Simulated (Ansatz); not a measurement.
Corundum Ga2O3 (metastable phase): PBE at its full settings (plane-wave cutoff 520 eV, 8×8×8 k mesh, Fermi–Dirac smearing 0.01 eV, scalar-relativistic PAW data made under PBE) and at cheaper ones, in a cell of 10 atoms with Γ-centred meshes.

```tsv
level and setting	lattice parameter a (Å)	lattice parameter c (Å)	bulk modulus (GPa)
PBE (Ansatz)	5.058	13.623	199
PBE (300 eV cutoff) (Ansatz)	5.051	13.577	210
PBE (Γ point alone) (Ansatz)	5.045	13.436	212
PBE (2×2×2 k mesh) (Ansatz)	5.057	13.594	201
PBE (4×4×4 k mesh) (Ansatz)	5.057	13.623	199
PBE (6×6×6 k mesh) (Ansatz)	5.058	13.623	199
PBE (Fermi-Dirac smearing of 0.3 eV) (Ansatz)	5.058	13.624	198
```

Largest shifts from the full settings: lattice constant a -0.26 % (PBE (Γ point alone)), against a difference of +1.53 % of the full result from the reference 4.982 Å (measured, temperature not stated, no zero-point or thermal correction; as tabulated in Marezio, Remeika, J. Chem. Phys. 46, 1862 (1967) (COD 1538347)); lattice parameter c -1.37 % (PBE (Γ point alone)), against a difference of +1.41 % of the full result from the reference 13.433 Å (measured, temperature not stated, no zero-point or thermal correction; as tabulated in Marezio, Remeika, J. Chem. Phys. 46, 1862 (1967) (COD 1538347)); bulk modulus +6.5 % (PBE (Γ point alone)), against a difference of -9.5 % of the full result from the reference 220 ± 9 GPa (measured, room temperature, not corrected to a static lattice, equation of state from high-pressure X-ray diffraction, our sources range from 220 to 252; as tabulated in Phys. Rev. B 77, 094123 (2008), gallium oxide under pressure (UNLV record)).

The full settings aren't shown to be converged themselves.

Ansatz's density-functional and Hartree–Fock values are scalar-relativistic unless marked +SOC, with PAW data made under PBE.

Run with cheap settings on purpose, which may leave them unconverged: PBE (2×2×2 k mesh), PBE (300 eV cutoff), PBE (4×4×4 k mesh), PBE (6×6×6 k mesh), PBE (Fermi-Dirac smearing of 0.3 eV), PBE (Γ point alone).

Ansatz is a first-principles code.
